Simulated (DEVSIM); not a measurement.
System: Al/Si3N4/p-In0.53Ga0.47As capacitor, at 300 K.

```
layer (left to right)        material  thickness (nm)  Na (cm⁻³)
---------------------  --------------  --------------  ---------
1                               Si3N4            16.0          -
2                      In0.53Ga0.47As            2700     4.3e15
```

Metal gate on the left, work function 4.1 eV. Fixed charge at the semiconductor interface -3.8e10 cm⁻² (in units of +e); no interface traps.

Constants are typed, rounded textbook-type inputs, not results; the design itself was drawn at random and stands for no fabricated device. Values at 300 K.

| parameter | Si3N4 | In0.53Ga0.47As |
|---|---|---|
| gap (eV) | 5.1 | 0.74 |
| affinity (eV) | 2.1 | 4.51 |
| permittivity | 7.5 | 13.9 |
| Nc (cm⁻³) | - | 2.1e17 |
| Nv (cm⁻³) | - | 7.7e18 |

DEVSIM, 1D Poisson equation in equilibrium, Boltzmann statistics, complete ionisation; no quantum confinement or tunnelling. Metal contacts follow the ideal Schottky-Mott rule: no Fermi-level pinning, no interface dipoles.

Q: Tabulate band edges, carrier densities and field at -0.6 V on the gate.

A: Energies count from the Fermi level of the right contact; mesh points crowd at the junctions.

| x (μm) | Ec (eV) | Ev (eV) | n (cm⁻³) | p (cm⁻³) | field (V/cm) |
|---|---|---|---|---|---|
| 0.000 | 2.600 | -2.500 | < 1e2 | < 1e2 | 41000 |
| 0.001365 | 2.606 | -2.494 | < 1e2 | < 1e2 | 41000 |
| 0.004096 | 2.617 | -2.483 | < 1e2 | < 1e2 | 41000 |
| 0.009260 | 2.638 | -2.462 | < 1e2 | < 1e2 | 41000 |
| 0.01415 | 2.658 | -2.442 | < 1e2 | < 1e2 | 41000 |
| 0.01576 | 2.665 | -2.435 | < 1e2 | < 1e2 | 41000 |
| 0.01698 | 0.257 | -0.483 | 1.0e13 | 6.0e10 | 17000 |
| 0.02115 | 0.265 | -0.475 | 7.6e12 | 7.9e10 | 17000 |
| 0.02908 | 0.278 | -0.462 | 4.5e12 | 1.3e11 | 16000 |
| 0.04694 | 0.306 | -0.434 | 1.5e12 | 4.0e11 | 15000 |
| 0.08720 | 0.364 | -0.376 | 1.6e11 | 3.7e12 | 13000 |
| 0.2288 | 0.496 | -0.244 | 9.7e8 | 6.2e14 | 5600 |
| 0.4971 | 0.545 | -0.195 | 1.5e8 | 4.1e15 | 190 |
| 1.102 | 0.546 | -0.194 | 1.4e8 | 4.3e15 | ≈ 0 |
| 2.138 | 0.546 | -0.194 | 1.4e8 | 4.3e15 | ≈ 0 |
| 2.460 | 0.546 | -0.194 | 1.4e8 | 4.3e15 | ≈ 0 |
| 2.603 | 0.546 | -0.194 | 1.4e8 | 4.3e15 | ≈ 0 |
| 2.667 | 0.546 | -0.194 | 1.4e8 | 4.3e15 | ≈ 0 |
| 2.700 | 0.546 | -0.194 | 1.4e8 | 4.3e15 | ≈ 0 |
| 2.710 | 0.546 | -0.194 | 1.4e8 | 4.3e15 | ≈ 0 |
| 2.714 | 0.546 | -0.194 | 1.4e8 | 4.3e15 | ≈ 0 |
| 2.716 | 0.546 | -0.194 | 1.4e8 | 4.3e15 | ≈ 0 |
